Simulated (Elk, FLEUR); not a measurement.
A FLEUR input for a self-consistent single point of Zn3Ag (P-6m2, 4 atoms in the cell) (DFT, PBEsol, all-electron FLAPW (FLEUR), scalar-relativistic valence):

Input of the input generator:

```
scf Zn3Ag
&input film=f /
2.8780422972 -0.0000000690 0.0000000000
-1.4390210889 2.4924577771 0.0000000000
0.0000000000 0.0000000000 8.6516970000
1.8897261246
1.0 1.0 1.0

4
30 0.6666666667 0.3333333333 0.5000000000
30 0.3333333333 0.6666666667 0.2568000000
30 0.3333333333 0.6666666667 0.7432000000
47 0.6666666667 0.3333333333 -0.0000000000

&comp jspins=1 /
&exco xctyp='PBEs' /
&kpt div1=13 div2=13 div3=4 gamma=t /
&end /
```

```xml
<?xml version="1.0" encoding="UTF-8" standalone="no"?>
<fleurInput fleurInputVersion="0.39">
   <comment>
      scf Zn3Ag                                                                                           
   </comment>
   <calculationSetup>
      <cutoffs Kmax="4.2" Gmax="16.8" GmaxXC="16.8" numbands="0"/>
      <scfLoop itmax="60" minDistance="0.00001" maxIterBroyd="15" imix="Anderson" alpha="0.05" precondParam="0.0" spinf="2.0"/>
      <coreElectrons ctail="T" frcor="F" kcrel="0" coretail_lmax="0"/>
      <xcFunctional name="PBEs" relativisticCorrections="F"/>
      <magnetism jspins="1"/>
      <soc l_soc="F" theta="0.0" phi="0.0" spav="F"/>
      <expertModes spex="0" secvar="F"/>
      <geometryOptimization l_f="T" forcealpha="1.0" forcemix="BFGS" epsdisp="0.00001" epsforce="0.00001"/>
      <ldaU l_linMix="F" mixParam="0.05" spinf="1.0"/>
   </calculationSetup>
   <cell>
      <bzIntegration valenceElectrons="53.0" mode="hist" fermiSmearingEnergy="0.00183747">
         <kPointListSelection listName="default-1"/>
         <!-- k-points included here -->
         <xi:include xmlns:xi="http://www.w3.org/2001/XInclude" href="kpts.xml"> </xi:include>
      </bzIntegration>
      <!-- symmetry operations included here -->
      <xi:include xmlns:xi="http://www.w3.org/2001/XInclude" href="sym.xml"> </xi:include>
      <bulkLattice scale="1.0">
         <bravaisMatrix>
            <row-1>    5.4387117167226373    -0.0000001303911026     0.0000000000000000</row-1>
            <row-2>   -2.7193557455446689     4.7100625758483128     0.0000000000000000</row-2>
            <row-3>    0.0000000000000000     0.0000000000000000    16.3493378430234451</row-3>
         </bravaisMatrix>
      </bulkLattice>
   </cell>
   <atomSpecies>
      <species name="Zinc (Zn)" element="Zn" atomicNumber="30">
         <mtSphere radius="2.37" gridPoints="817" logIncrement="0.015"/>
         <atomicCutoffs lmax="10" lnonsphr="8"/>
         <electronConfig flipSpins="F">
            <coreConfig>(1s1/2) (2s1/2) (2p1/2) (2p3/2) (3s1/2) (3p1/2) (3p3/2)</coreConfig>
            <valenceConfig>(4s1/2) (3d3/2) (3d5/2)</valenceConfig>
         </electronConfig>
         <energyParameters s="4" p="4" d="3" f="4"/>
         <lo type="HELO" l="2" n="4" eDeriv="0"/>
      </species>
      <species name="Silver (Ag)" element="Ag" atomicNumber="47">
         <mtSphere radius="2.53" gridPoints="873" logIncrement="0.015"/>
         <atomicCutoffs lmax="10" lnonsphr="8"/>
         <electronConfig flipSpins="F">
            <coreConfig>(1s1/2) (2s1/2) (2p1/2) (2p3/2) (3s1/2) (3p1/2) (3p3/2) (4s1/2) (3d3/2) (3d5/2)</coreConfig>
            <valenceConfig>(4p1/2) (4p3/2) (5s1/2) (4d3/2) (4d5/2)</valenceConfig>
            <stateOccupation state="(5s1/2)" spinUp="0.5" spinDown="0.5"/>
         </electronConfig>
         <energyParameters s="5" p="5" d="4" f="4"/>
         <lo type="SCLO" l="1" n="4" eDeriv="0"/>
         <lo type="HELO" l="2" n="5" eDeriv="0"/>
      </species>
   </atomSpecies>
   <atomGroups>
      <atomGroup species="Zinc (Zn)">
         <relPos label="                   1">-1.000/3.000 1.000/3.000 1.000/2.000</relPos>
         <force calculate="T" relaxXYZ="TTT"/>
      </atomGroup>
      <atomGroup species="Zinc (Zn)">
         <relPos label="                   2">1.000/3.000 -1.000/3.000 .2568000000</relPos>
         <relPos label="                   3">1.000/3.000 -1.000/3.000 -.2568000000</relPos>
         <force calculate="T" relaxXYZ="TTT"/>
      </atomGroup>
      <atomGroup species="Silver (Ag)">
         <relPos label="                   4">-1.000/3.000 1.000/3.000 .0000000000</relPos>
         <force calculate="T" relaxXYZ="TTT"/>
      </atomGroup>
   </atomGroups>
   <output dos="F" band="F" slice="F">
      <checks vchk="F" cdinf="F"/>
      <bandDOS minEnergy="-.5*Htr" maxEnergy="0.5*Htr" sigma="0.015" storeEVData="T"/>
      <vacuumDOS vacdos="F" integ="F" star="F" nstars="0" locx1="0.0" locy1="0.0" locx2="0.0" locy2="0.0" nstm="0" tworkf="0.0"/>
      <unfoldingBand unfoldBand="F" supercellX="1" supercellY="1" supercellZ="1"/>
      <plotting iplot="0" polar="F">
         <plot TwoD="T" vec1="  1.0  0.0  0.0" vec2="  0.0  1.0  0.0" vec3="  0.0  0.0  1.0" zero="  0.0  0.0  0.0" file="plot"/>
      </plotting>
      <chargeDensitySlicing numkpt="0" minEigenval="0.0" maxEigenval="0.0" nnne="0" pallst="F"/>
      <specialOutput eonly="F"/>
      <magneticCircularDichroism mcd="F" energyLo="-10.0" energyUp="0.0"/>
   </output>
  <!-- We include the file relax.xml here to enable relaxations (see documentation) -->
  <xi:include xmlns:xi="http://www.w3.org/2001/XInclude" href="relax.xml"> <xi:fallback/> </xi:include>
</fleurInput>
```

Task: Write the same calculation as an input for Elk.

Result: One input that does it (others would too):

```
tasks
  0

xctype
  22

rmtscf
  0.98

swidth
  0.00183747

maxscl
  100

scale
  1.889726125

avec
    2.8780422972   -0.0000000690    0.0000000000
   -1.4390210889    2.4924577771    0.0000000000
    0.0000000000    0.0000000000    8.6516970000

atoms
  2
  'Zn.in'
  3
  0.6666666667  0.3333333333  0.5000000000    0.0 0.0 0.0
  0.3333333333  0.6666666667  0.2568000000    0.0 0.0 0.0
  0.3333333333  0.6666666667  0.7432000000    0.0 0.0 0.0
  'Ag.in'
  1
  0.6666666667  0.3333333333  0.0000000000    0.0 0.0 0.0

ngridk
  13 13 4
```

Basis, cutoffs, solver keys and any potentials are the target program's own. This input uses DFT, PBEsol, all-electron FP-LAPW, Elk's shipped species files, default APW+lo basis.

The starting cell comes from a database of computed structures (which also holds hypothetical and non-ambient phases and stackings), without a prior relaxation at this level. Its lattice was rescaled by a random factor within 2.5 % of one.
